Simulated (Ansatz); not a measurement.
SiGe (model structure, started from the InPb type, R-3m, No. 166, 2 atoms in the cell), treated with r²SCAN+SOC in Ansatz (plane waves, PAW).

Input:

Ansatz 0.2 input:
```yaml
crystal:
  lattice:
    - [1.4250047984, 0.8227269039, 4.7195002213]
    - [-1.4250047984, 0.8227269039, 4.7195002213]
    - [0.0, -1.6454538079, 4.7195002213]
  atoms:
    - { symbol: Ge, position: [0.0, 0.0, 0.0] }
    - { symbol: Si, position: [0.5, 0.5, 0.5] }
basis:
  ecutwfc: 560
  ecutrho_ratio: 4
  xc_grid: 3
kpoints:
  mp_grid: { grid: [22, 22, 22] }
hamiltonian:
  xc: r2scan
  dispersion: none
  pseudopotentials: { kind: paw }
scf:
  occupations: { method: fermi_dirac, width: 0.05 }
  convergence: { dr2_threshold: 0.0000000002 }
output:
  forces: true
  stress: true
  eigenvalues: true
magnetization:
  noncollinear: true
  spin_orbit: true
```

Output (set-up and result lines):

```
Crystal: 2 atoms, lattice volume = 33.199 Å³
Basis set: ecut = 560 eV, 1033 PW (Γ), FFT grids on a1−a3, a2−a3, a3, exchange–correlation on 72×72×120 points (27 copies of the dense FFT grid, shifted against one another)
Bands: 26, of which v1, the nominal top of the filled ones, is band 18 counted from 1 (17 counted from 0)
Symmetry: 12 space group operations + 12 with time reversal
k-points: 1024 of 10648
Initial density: superposition of atomic densities (chi_scale 0.1, normalization cell, long waves kept (reshape's long-wave potential 0.01 eV rms))
Functional: x = r2scan, c = r2scan; τ floored in thin density (d = 2e-4 eV/Å³)
SCF 1 converged in 10 iterations: F = -4937.536761 eV  dr2 = 1.94e-12
SCF converged after 10 iterations
Free energy (F): -4937.536761 eV
Internal energy: -4937.529281 eV  (E = F + TS)
E sigma→0 (E₀):  -4937.533021 eV
Fermi energy:    11.089196 eV
--- Forces (eV/Å), atoms counted from 1 ---
  atom   1  Ge    -0.00000000     0.00000000    -0.00000000
  atom   2  Si    -0.00000000     0.00000000    -0.00000000
--- Stress (GPa, compression-positive) ---
        1.194052      -0.000000      -0.000000
       -0.000000       1.194052      -0.000000
       -0.000000      -0.000000       1.525237
  P = ⅓ Tr σ = 1.3044 GPa (13.044 kbar)
```

The PAW data were made under PBE.

Note: the relaxation could raise the start's symmetry but not lower it, so the cell can be a saddle point. Note: cell and atoms aren't relaxed at this level (pressure 1.3 GPa).

A model structure was made by putting elements into a prototype or built by hand; it is no filed structure, need not be a known phase, and can be a saddle point held by its symmetry.

Ansatz is an electronic-structure program.
